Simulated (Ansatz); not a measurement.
# Bader charge of Mg (e) in related cells

Cell A: Mg (hcp, P6₃/mmc), 2 atoms in the cell, k-point mesh 24×24×12 on the run's own vectors. Conventional cell: a = b = 3.1948 Å, c = 5.1981 Å, α = β = 90.00°, γ = 120.00°.

Cell B: MgO (rock salt, Fm-3m), 2 atoms in the cell, k-point mesh 14×14×14 on the run's own vectors. Conventional cell: a = 4.254 Å, b = 4.254 Å, c = 4.254 Å, α = 90.00°, β = 90.00°, γ = 90.00°.

Computed with Ansatz (plane waves, PAW), its default PAW set, cutoff 420 eV, 500 eV for r2SCAN. The structures are at rest with PBE; other levels are single points on them. HSE06 runs on coarser k-point meshes. Some cells are metallic or hold partly filled levels, where a hybrid on a coarse mesh is less sure. Neutral cells; Fermi-Dirac smearing of at most 0.10 eV in the solids, energies taken to zero width. The lattices are those relaxed with PBE, so at other levels the solids can be strained, which adds to the spread. A dispersion term ran beside these levels; it doesn't touch the electrons. Electrons of density maxima off the nuclei are shared among the atoms. Mean over the atoms, with the range where they differ; positive means electrons lost.

```tsv
system	PBE	r2SCAN	HSE06
A	0.00	0.00	0.00
B	1.72	1.75	1.74
```

With PBE the value of B exceeds that of A by 1.72 e. With r2SCAN the value of B exceeds that of A by 1.75 e. With HSE06 the value of B exceeds that of A by 1.74 e.

Ansatz is a first-principles code.
